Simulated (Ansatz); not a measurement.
Given:

End structure of a constructed model of the (0001) surface of hcp Ti, (√3x√3)R30° layer of Cl, one a cell, on the site that continues the host's stacking (bottom of the slab: a bare face, its two planes held):

```yaml
crystal:
  lattice:
    - [4.40796, 2.54493, 0.00000]
    - [-4.40796, 2.54493, 0.00000]
    - [0.00000, 0.00000, 30.00000]
  atoms:
    - { symbol: Ti, position: [0.33333, 0.00000, 0.27033] }
    - { symbol: Ti, position: [0.66667, 0.66667, 0.27033] }
    - { symbol: Ti, position: [0.00000, 0.33333, 0.27033] }
    - { symbol: Ti, position: [0.33333, 0.33333, 0.34785] }
    - { symbol: Ti, position: [0.66667, 0.00000, 0.34785] }
    - { symbol: Ti, position: [0.00000, 0.66667, 0.34785] }
    - { symbol: Ti, position: [0.33333, 0.00000, 0.42642] }
    - { symbol: Ti, position: [0.66667, 0.66667, 0.42640] }
    - { symbol: Ti, position: [0.00000, 0.33333, 0.42640] }
    - { symbol: Ti, position: [0.33333, 0.33303, 0.50352] }
    - { symbol: Ti, position: [0.66637, 0.00000, 0.50352] }
    - { symbol: Ti, position: [0.00030, 0.66697, 0.50352] }
    - { symbol: Ti, position: [0.33333, 0.00000, 0.58343] }
    - { symbol: Ti, position: [0.66667, 0.66667, 0.58232] }
    - { symbol: Ti, position: [0.00000, 0.33333, 0.58232] }
    - { symbol: Ti, position: [0.33333, 0.33301, 0.65663] }
    - { symbol: Ti, position: [0.66634, 0.00000, 0.65663] }
    - { symbol: Ti, position: [0.00032, 0.66699, 0.65663] }
    - { symbol: Cl, position: [0.33333, 0.00000, 0.71827] }
```

Slab: 19 atoms, 13.8 Å thick at the start; k 9x9x1, smearing 0.1 eV, dipole-corrected; 6 atoms held, the rest relaxed; held to the start's symmetry, so lower structures may exist; no spin, no spin-orbit, no U. It is one candidate, not shown to be the stable structure of the face.

### Question
Predict the work function of the top face from PBE (Ansatz, a first-principles code).

### Answer
4.01 eV
